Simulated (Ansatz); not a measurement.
## Thickness series in Pb

Consider Pb in the fcc (Cu type) structure (space group Fm-3m, No. 225; a = 4.9909 Å). Axes: x, y, z lie along the cube axes.

Free-standing slabs (1 atom(s) a layer) normal to [111] with 15 Å of vacuum; in-plane cell held at bulk.

All numbers come from plane-wave PAW DFT at the r2SCAN level (Ansatz, an electronic-structure program, 500 eV), no spin-orbit coupling.

Candidates:
(a) 6 layers
(b) 2 layers
(c) 7 layers

Base values:

```
Quantity                         Value
-----------------------------  -------
Shortest interatomic distance  3.529 Å
```

Question: Order them by shortest interatomic distance, highest first.

Answer: (a) 6 layers (3.405 Å), (c) 7 layers (3.356 Å), (b) 2 layers (3.293 Å)

Stability against distortions was not tested.
